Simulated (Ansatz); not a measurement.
Abridged Ansatz (a program for electronic structure) output:

```
Relaxation: its limit of steps is 50 (relax.max_steps)
Pseudopotential: Sn, paw, valence charge 14
Pseudopotential: O, paw, valence charge 6
Crystal: 6 atoms, lattice volume = 67.922 Å³
Basis set: ecut = 420 eV, 1339 PW (Γ), exchange–correlation on 64×64×48 points (8 copies of the dense FFT grid, shifted against one another)
Bands: 32, of which v1, the nominal top of the filled ones, is band 26 counted from 1 (25 counted from 0)
Symmetry: 16 space group operations
k-points: 60 of 490
Functional: x = pbesol(κ = 0.804, μ = 0.12345679012345678), c = pbesol(β = 0.046)
SCF iter   1: F=—  HF=-14142.847159 eV  |F-HF|=—  |Δ(HF+E_count)|=         —  Δρ=1.60e-2  dr2=1.35e-1  ethr=1.77e-3  ⟨swp⟩=6.2  Hψ=8486  notcnv=0  defer=8
SCF iter   2: F=—  HF=-14142.808160 eV  |F-HF|=—  |Δ(HF+E_count)|=   3.90e-2  Δρ=2.60e-3  dr2=2.25e-3  ethr=2.59e-4  ⟨swp⟩=2.1  Hψ=3295  notcnv=0  defer=101
SCF 1 converged in 8 iterations: F = -14142.808004 eV  dr2 = 6.84e-11
relax step   1: F+E_penalty+E_count = -14142.80800435 eV  Δ(F+E_penalty+E_count) = +0.000e0 eV  max|allowed force component| = 1.954e-1 eV/Å  Δτ_max = 0.0000 Å  (8 SCF iters, accepted)
Crystal: 6 atoms, lattice volume = 67.922 Å³
SCF iter   1: F=—  HF=-14142.813233 eV  |F-HF|=—  |Δ(HF+E_count)|=         —  Δρ=1.21e-3  dr2=5.11e-4  ethr=9.54e-7  ⟨swp⟩=2.0  Hψ=6209  notcnv=0  defer=101
SCF iter   2: F=—  HF=-14142.813113 eV  |F-HF|=—  |Δ(HF+E_count)|=   1.20e-4  Δρ=6.44e-4  dr2=1.61e-4  ethr=9.54e-7  ⟨swp⟩=1.0  Hψ=1819  notcnv=0  defer=101
SCF 2 converged in 7 iterations: F = -14142.813058 eV  dr2 = 1.06e-10
relax step   2: F+E_penalty+E_count = -14142.81305824 eV  Δ(F+E_penalty+E_count) = -5.054e-3 eV  max|allowed force component| = 5.318e-2 eV/Å  Δτ_max = 0.0072 Å  (7 SCF iters, accepted)
Crystal: 6 atoms, lattice volume = 67.922 Å³
SCF iter   1: F=—  HF=-14142.813479 eV  |F-HF|=—  |Δ(HF+E_count)|=         —  Δρ=4.82e-4  dr2=8.05e-5  ethr=1.57e-6  ⟨swp⟩=2.4  Hψ=4694  notcnv=0  defer=101
SCF iter   2: F=—  HF=-14142.813475 eV  |F-HF|=—  |Δ(HF+E_count)|=   4.13e-6  Δρ=2.58e-4  dr2=2.57e-5  ethr=1.55e-7  ⟨swp⟩=1.0  Hψ=2400  notcnv=0  defer=101
SCF 3 converged in 6 iterations: F = -14142.813463 eV  dr2 = 3.15e-10
relax step   3: F+E_penalty+E_count = -14142.81346275 eV  Δ(F+E_penalty+E_count) = -4.045e-4 eV  max|allowed force component| = 3.424e-3 eV/Å  Δτ_max = 0.0029 Å  (6 SCF iters, accepted)
SCF converged after 6 iterations
Free energy (F): -14142.813463 eV
Internal energy: -14142.813463 eV  (E = F + TS)
E sigma→0 (E₀):  -14142.813463 eV
Fermi energy:    11.094679 eV
--- Forces (eV/Å), atoms counted from 1 ---
  atom   1  Sn     0.00000000    -0.00000000     0.00000000
  atom   2  Sn     0.00000000     0.00000000     0.00000000
  atom   3  O      0.00342393     0.00342393     0.00000000
  atom   4  O      0.00342393    -0.00342393     0.00000000
  atom   5  O     -0.00342393     0.00342393     0.00000000
  atom   6  O     -0.00342393    -0.00342393     0.00000000
--- Stress (GPa, compression-positive) ---
       15.730703       0.000000       0.000000
        0.000000      15.730703       0.000000
        0.000000       0.000000      19.665421
  P = ⅓ Tr σ = 17.0423 GPa (170.423 kbar)
--- Relaxed structure (3 steps of the walk, 3 accepted, 0 SCFs on fresh bases) ---
  atoms:
    - { symbol: Sn, position: [-6.211346828850532e-20, 2.0687940789966933e-35, 0.0] }
    - { symbol: Sn, position: [0.5, 0.5, 0.5] }
    - { symbol: O, position: [0.30474354921623, 0.30474354921623, 0.0] }
    - { symbol: O, position: [0.80474354921623, 0.19525645078377002, 0.5] }
    - { symbol: O, position: [0.19525645078377002, 0.80474354921623, 0.5] }
    - { symbol: O, position: [0.6952564507837701, 0.6952564507837701, 0.0] }
```

Question: What was computed, and what are the main results?

Answer: SnO2, 6 atoms in the cell, with PBEsol (Ansatz, PAW, no spin-orbit coupling). The last SCF converged to F = -14142.813463 eV, or -2357.1356 eV per atom, at a pressure of 17.04 GPa. The total energy compares only with runs of the same code, potentials and settings.

The cells carry an imposed strain or load. Stability against distortions was not tested. The cell was made from SnO2 in the rutile structure (space group P4_2/mnm, No. 136) by this change: isotropic strain −2.40 %.

Keys are those of Ansatz 0.2.
